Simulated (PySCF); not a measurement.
PySCF 2.14.0, HF/def2-svp, df: Nb(Cl)2(SH)3 ([SH][Nb]([SH])([SH])([Cl])[Cl]), 9 atoms. The geometry is a generated start, not checked to be a minimum at this level.

| Property | Value |
|---|---|
| task | energy |
| method | hf |
| basis | def2-svp |
| two-electron scheme | density fitting |
| mol.max_memory | 3000 MB |
| mf.max_cycle | 100 |
| mf.init_guess | minao (default) |
| mf.DIIS | CDIIS (default) |
| mf.diis_space | 8 (default) |
| mf.conv_tol | 1e-09 (default) |
| effective core potentials | those of the basis set, past Kr |
| basis functions | 136 |

```xyz
9

Nb     0.3557     0.2448     0.3080
Cl     2.0009    -0.0358     1.7790
Cl    -0.4103     2.3070     0.5654
S     -1.2938    -1.1021     1.4997
H     -1.2805    -0.3858     2.6178
S      2.1225     0.2907    -1.4124
H      1.4772     0.1047    -2.5581
S     -0.8894    -0.5648    -1.6508
H     -2.0823    -0.8588    -1.1486
```

Charge 0 and multiplicity 1 are set for this test and not shown to be the ground state.

One run each on 2 threads, 1 BLAS thread. Values of level_shift (Hartree) tried: 0 (default), 0.1, 0.3, 1.

How does the count of Fock builds change with level_shift (Hartree), and where is it least?

Fewest Fock builds, within one of each other: 0 (default) with 16, 0.1 with 16. The count rises to 31 at 1. All converge to one solution.

```csv
level_shift (Hartree),Fock builds,end
0 (default),16,same solution
0.1,16,same solution
0.3,19,same solution
1,31,same solution
```
